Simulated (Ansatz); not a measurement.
System: Mo2B2Si (model structure, started from the Ti2InB2 type, P-6m2, No. 187, 5 atoms in the cell). Method: r²SCAN (PAW; Ansatz, a program for electronic structure).

Numerical settings: plane-wave cutoff 560 eV, 24×24×8 k mesh (along the axes of the cell as run), Fermi–Dirac smearing 0.05 eV, no spin polarisation, scalar-relativistic PAW data made under PBE.

Cell (relaxed at this level):

```
Mo2B2Si
1.0
    3.12506     0.00000     0.00000
   -1.56253     2.70639     0.00000
    0.00000     0.00000     6.56928
Mo Si B
2 1 2
Direct
  0.33333   0.66667   0.72849
  0.33333   0.66667   0.27151
  0.00000   0.00000   0.00000
  0.00000   0.00000   0.50000
  0.66667   0.33333   0.50000
```

Question: Give the computed bulk modulus.

Answer: 
- bulk modulus: 266 GPa

Note: the run has no spin polarisation, so it can have missed a magnetic state; the bulk modulus is −V dP/dV from two relaxed cells at ±2 % in volume; the relaxation could raise the start's symmetry but not lower it, so the cell can be a saddle point.

A model structure was made by putting elements into a prototype or built by hand; it is no filed structure, need not be a known phase, and can be a saddle point held by its symmetry.
